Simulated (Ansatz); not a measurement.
Ru: response to strain

Base system: Ru in the hcp (Mg type) structure (space group P6_3/mmc, No. 194; relaxed with 0.1 eV smearing).

```
Ru
1.0
    2.69139     0.00000     0.00000
   -1.34570     2.33081     0.00000
    0.00000     0.00000     4.24891
Ru
2
Cartesian
  1.34570   0.77694   3.18668
  0.00000   1.55388   1.06223
```

Cartesian axes are those of the cell as printed.

Strains are applied to the cell and any free atomic positions relax.

Method: PBEsol (Ansatz, an electronic-structure program, PAW, no spin-orbit coupling).

Notes on the quantities. energy relative to the base: free energy F.

| uniaxial strain ε_xx (%) | energy relative to the base (meV/atom) |
|---|---|
| -3 | 25.7 |
| -2.5 | 17.6 |
| -2 | 11.1 |
| -1.5 | 6.1 |
| -1 | ? |
| -0.5 | 0.7 |
| 0 | 0.0 |

### Question
Fit ΔE = Aε² + Bε³ (ε in %) to the rows shown and predict the withheld row.

### Answer
Least squares on the printed values gives A = 2.60 and B = -0.085 meV/atom (largest residual 0.0 meV/atom); this predicts 2.7 meV/atom, and the run gives 2.7 meV/atom, in agreement.

Whether these cells are dynamically stable was not tested. The final runs are not spin-polarised.
